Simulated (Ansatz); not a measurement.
Where the default PAW files enter, the runs use the earlier of Ansatz's two default sets.

Given:

```
BP
1.0
    3.20471     0.00000     0.00000
    0.00000     3.20471     0.00000
    1.60235     1.60235     2.26607
B P
1 1
Direct
  0.00000   0.00000   0.00000
  0.75000   0.25000   0.50000
```

Space group of this cell: F-43m, zinc blende. The cell is taken as given.

Method: r2SCAN (plane waves, PAW; Ansatz, a first-principles code).

The current runs along the normal of the first two printed vectors; no spin-orbit coupling. Scaled by the factor s: both lengths across the current (ions clamped). Meshes 14×14×14 and 10×10 across the current in all rows.

```tsv
s	mean pressure (GPa)	band gap (eV)
0.98	7.9	?
1.00	0.5	1.41
1.02	-5.8	1.16
```

Take the slope of the band gap against ln s from the two given rows, extrapolate to s = 0.98, and say what the run there gives.

Slope = (1.16 − 1.41) / ln 1.02 = -12.6 eV. The line gives 1.41 + (-12.6) × ln 0.98 = 1.67 eV. The run gives 1.19 eV, 0.48 eV under the line, 186 % of the predicted step.
